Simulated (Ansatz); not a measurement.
# WC (space group P-6m2, No. 187)

```
CELL_PARAMETERS angstrom
      2.89846     0.00000     0.00000
     -1.44923     2.51014     0.00000
      0.00000     0.00000     2.82772
ATOMIC_POSITIONS crystal
  W  0.00000 0.00000 0.00000
  C  0.33333 0.66667 0.50000
```

Computed with Ansatz (a quantum-chemistry and plane-wave program) PBEsol, no spin-orbit coupling. Settings: 18×18×16 k-points, 0.05 eV Fermi–Dirac smearing.

| Quantity | Value |
|---|---|
| Volume per atom | 10.29 Å³ |
| Density | 15.81 g/cm³ |
| Band gap | zero |
| Total energy | -5251.865 eV/atom (σ→0; compares only within this code and set-up) |

Stability against distortions was not tested. All final runs are without spin polarisation.
